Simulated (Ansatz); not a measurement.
The parent structure is Pt in the fcc (Cu type) structure (space group Fm-3m, No. 225; relaxed with 0.1 eV smearing).

```
CELL_PARAMETERS angstrom
      0.00000     1.97076     1.97076
      1.97076     0.00000     1.97076
      1.97076     1.97076     0.00000
ATOMIC_POSITIONS crystal
  Pt 0.00000 0.00000 0.00000
```

Cartesian axes are those of the cell as printed.

Calculations: DFT with r2SCAN, PAW potentials and a 500 eV plane-wave cutoff in Ansatz (a program for electronic structure), no spin-orbit coupling, earlier PAW set.

Now apply this change: uniaxial strain ε_zz = +4.75 %, all other strain components held at zero, atoms relaxed at fixed cell.

Predict the stress tensor and what it implies for the stiffness.

Stress of the strained cell less that of the base (GPa, compression positive):
```
   -9.4     0.0     0.0
    0.0    -9.4     0.0
    0.0     0.0   -13.5
```

Then −Δσ_ii/ε with ε = 0.0475 gives secant stiffness values (nonlinear terms included at this strain): C33 ≈ 284 GPa, C13 ≈ 198 GPa and C23 ≈ 198 GPa.

As a check, the harmonic strain energy −½ V₀ Δσ:ε is 31 meV/atom; the computed energy rise is 32 meV/atom.

Stability against distortions was not tested. All final runs are without spin polarisation. Pt lies near a magnetic instability that expansion can trigger; it was not tested.
